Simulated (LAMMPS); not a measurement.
Consider a symmetric tilt boundary about [001] in Si (diamond structure), boundary plane (320) of one grain on (3-20) of the other (0 K).

Model: classical force field (static), pair style tersoff/mod, file Si.tersoff.mod (LAMMPS).

The boundary energy (lowest found) is 0.785 J/m² and the excess volume is 0.01 Å. The Σ is 13. The rotation about the axis is 67.38 ° and the disorientation (full cubic symmetry) comes out as 22.62 °. The largest excess energy of an atom is 0.34 eV, the lattice constant at 0 K is 5.429 Å and the cost comes out as about 2.3 core-minutes (a rough figure).

Potential: file Si.tersoff.mod of the LAMMPS distribution; its header cites Kumagai, Izumi, Hara and Sakai, Comp Mat Sci, 39, 457 (2007).

Caution: the lowest energy was reached by 1 of 150 starts, so a lower structure may have been missed.
